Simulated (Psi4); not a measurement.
Psi4 1.11, PBE0/cc-pvdz, scf_type pk: Si(Cl)(F)2(SiMe3) (C[Si](C)(C)[Si](F)(F)Cl), 17 atoms. The geometry is a generated start, not checked to be a minimum at this level.

```
Item                                             Result
-----------------------  ------------------------------
task                                             energy
method                                             pbe0
basis                                           cc-pvdz
scf_type                                             pk
guess                    auto, which took SAD (default)
diis_max_vecs                              10 (default)
scf_initial_accelerator                 adiis (default)
e_convergence                           1e-06 (default)
d_convergence                           1e-06 (default)
dft_radial_points                          75 (default)
dft_spherical_points                      302 (default)
basis functions                                     169
grid points                                      359620
```

On 4 threads. Build: conda-forge: OpenMP (LLVM), MKL, Libint2. Single runs; times are not shown.

Values of memory tried: 8 GB, 4 GB, 2 GB, 1 GB, 0.5 GB, 0.3 GB.

Question: How low can the memory setting go, and what changes on the way?

Answer: It runs down to 0.3 GB, the lowest tried, with the same result. At 8 GB: SCF: PK in core. From 2 GB down: SCF: PK on disk.

```
memory             path  peak memory
------  ---------------  -----------
8 GB    SCF: PK in core      2.4 GiB
4 GB    SCF: PK in core      2.2 GiB
2 GB    SCF: PK on disk      1.7 GiB
1 GB    SCF: PK on disk      1.1 GiB
0.5 GB  SCF: PK on disk     0.79 GiB
0.3 GB  SCF: PK on disk     0.68 GiB
```

Peak memory is the kernel's count for the largest process, libraries included and scratch files not. The peak passes the setting at 1 GB, 0.5 GB, 0.3 GB: it is no hard cap.
